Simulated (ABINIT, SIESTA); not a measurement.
A SIESTA input for a self-consistent single point of BaS (Fm-3m, 2 atoms in the cell) (DFT, GGA PBE, numerical atomic orbitals DZP, PseudoDojo PBE standard norm-conserving potentials (rewritten from UPF to PSML)):

```
# files in the folder: Ba.psml S.psml (PseudoDojo PBE standard)
SystemName  BaS
SystemLabel siesta

NumberOfAtoms                2
NumberOfSpecies              2
%block ChemicalSpeciesLabel
  1 56 Ba
  2 16 S
%endblock ChemicalSpeciesLabel
LatticeConstant              4.518412 Ang
%block LatticeVectors
     0.000000000    0.707106833    0.707106833
     0.707106833    0.000000000    0.707106833
     0.707106833    0.707106833    0.000000000
%endblock LatticeVectors
AtomicCoordinatesFormat      Bohr
%block AtomicCoordinatesAndAtomicSpecies
     0.000000000    0.000000000    0.000000000  1
     6.037674968    6.037674968    6.037674968  2
%endblock AtomicCoordinatesAndAtomicSpecies

XC.functional                GGA
XC.authors                   PBE
PAO.BasisSize                DZP
PAO.EnergyShift              0.005 Ry
MeshCutoff                   350 Ry
%block kgrid.MonkhorstPack
    7   0   0  0.0
    0   7   0  0.0
    0   0   7  0.0
%endblock kgrid.MonkhorstPack
OccupationFunction           FD
ElectronicTemperature        0.01 eV

MaxSCFIterations             150
SCF.Mixer.Method             Pulay
SCF.Mixer.Weight             0.1
SCF.Mixer.History            8
SCF.DM.Tolerance             1.0E-04
Diag.ParallelOverK           true
WriteForces                  true
Charge.Mulliken              end
```

Question: Give the ABINIT input for the same structure, mesh, smearing and functional.

Answer: One input that does it (others would too):

```
# BaS, PseudoDojo nc-sr-05 PBE standard
pp_dirpath "./"
pseudos "Ba.upf, S.upf"
acell 3*1.0 Angstrom
rprim
        -0.0000000000    3.1950000000    3.1950000000
         3.1950000000    0.0000000000    3.1950000000
         3.1950000000    3.1950000000   -0.0000000000
natom 2
ntypat 2
znucl 56 16
typat 1 2
xred
         0.0000000000    0.0000000000    0.0000000000
         0.5000000000    0.5000000000    0.5000000000
ecut 28
occopt 3
tsmear 0.01 eV
nband 13
kptopt 1
ngkpt 7 7 7
nshiftk 1
shiftk 0 0 0
nstep 50
tolvrs 1.0e-10
prtwf 0
prtden 0
prtvol 1
enunit 2
```

Basis, cutoffs, solver keys and any potentials are the target program's own. This input uses DFT, PBE, plane waves, norm-conserving pseudopotentials (PseudoDojo nc-sr-05 PBE standard). Both were run: pressure 3.70 GPa in SIESTA and 0.72 in ABINIT; gap on the mesh 3.203 eV in SIESTA and 2.269 in ABINIT.

On ABINIT: the starting cell has typed, rounded lattice constants, without a prior relaxation at this level.

On SIESTA: the starting cell has typed, rounded lattice constants, without a prior relaxation at this level. Values carry the incompleteness of an atom-centred basis. The basis of the alkali or alkaline-earth atoms may lack their empty d shell, which can raise the gap. With a pressure of about 4 GPa the cell is away from its equilibrium volume at this level.
